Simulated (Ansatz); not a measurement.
**SnPbO3, response to strain**

The reference is SnPbO3 in the cubic perovskite structure (space group Pm-3m, No. 221; a = 4.2196 Å; a model cell, its experimental status unchecked). Axes: x, y, z lie along the cube axes.

Strains are applied to the cell and any free atomic positions relax; under biaxial strain the out-of-plane vector relaxes too; under stress the whole cell relaxes.

All numbers come from PBEsol (Ansatz, a program for electronic structure), no spin-orbit coupling.

Notes on the quantities. pressure: mean of the normal stresses, compression positive.

| change | volume per atom | pressure |
|---|---|---|
| base | 15.03 Å³ | 0.0 GPa |
| biaxial strain −2.13 %, plane normal [001], relaxed out of plane | 14.60 Å³ | 4.2 GPa |
| biaxial strain −0.70 %, plane normal [111], relaxed out of plane | 14.93 Å³ | 0.8 GPa |
| biaxial strain −0.64 %, plane normal [111], relaxed out of plane | 14.94 Å³ | 0.7 GPa |
| isotropic strain −0.90 % | 14.62 Å³ | … |
| isotropic strain +3.18 % | 16.51 Å³ | … |
| uniaxial strain ε_yy = +0.71 % | 15.13 Å³ | … |
| uniaxial stress, 2 GPa compression along z | 14.95 Å³ | – |

Q: What belongs in the blanks?

A: 
- isotropic strain −0.90 %, pressure: 3.7 GPa
- isotropic strain +3.18 %, pressure: -9.1 GPa
- uniaxial strain ε_yy = +0.71 %, pressure: -0.8 GPa

Without a gap, meshes like the base's 11×11×11 leave anisotropic stresses uncertain by several tenths of a GPa, and small strain energies with them. Stability under load was not tested beyond the relaxation. All final runs are without spin polarisation. Many cubic perovskites are stable only at high temperature; tilts and polar distortions were not tested.
